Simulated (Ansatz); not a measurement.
**A computed series for hypothetical zinc blende BiP: pressure series**

The parent structure is BiP in the zinc blende structure (space group F-43m, No. 216; a hypothetical phase, not in the database extracts checked).

Space group F-43m (No. 216); a = b = c = 6.5006 Å, α = β = γ = 90.00°

```tsv
atom	site	symmetry	x	y	z
P	4c	-43m	0.2500	0.2500	0.2500
Bi	4a	-43m	0.0000	0.0000	0.0000
```
(The calculation used a cell of 2 atoms; values per cell refer to that cell.)

Cell and atoms are relaxed at each pressure.

Computed with PBE (Ansatz, a quantum-chemistry and plane-wave program; PAW; 420 eV plane waves; spin-orbit coupling left out).

```json
[
 {"pressure (GPa)": "-2", "volume per atom (Å³/atom)": "36.212"},
 {"pressure (GPa)": "0", "volume per atom (Å³/atom)": "34.337"},
 {"pressure (GPa)": "0.9", "volume per atom (Å³/atom)": "33.654"},
 {"pressure (GPa)": "2.1", "volume per atom (Å³/atom)": "32.815"},
 {"pressure (GPa)": "4.5", "volume per atom (Å³/atom)": "?"},
 {"pressure (GPa)": "9", "volume per atom (Å³/atom)": "29.376"},
 {"pressure (GPa)": "15", "volume per atom (Å³/atom)": "27.362"},
 {"pressure (GPa)": "22.5", "volume per atom (Å³/atom)": "25.501"},
 {"pressure (GPa)": "30", "volume per atom (Å³/atom)": "24.090"}
]
```

Fit the third-order Birch–Murnaghan form P(V) = (3B₀/2)[(V₀/V)^(7/3) − (V₀/V)^(5/3)]·[1 + (3/4)(B₀′ − 4)((V₀/V)^(2/3) − 1)] (squares taken in P) to the rows shown and predict the withheld row.

Least squares on the printed values gives V₀ = 34.350 Å³/atom, B₀ = 42.3 GPa, B₀′ = 3.9; this predicts 31.413 Å³/atom, and the run gives 31.417 Å³/atom, 0.004 higher.

Load acts through the strain it causes; cell and atoms are relaxed under it. Whether these cells are dynamically stable was not tested. No other phases were tried under pressure. The final runs are not spin-polarised.
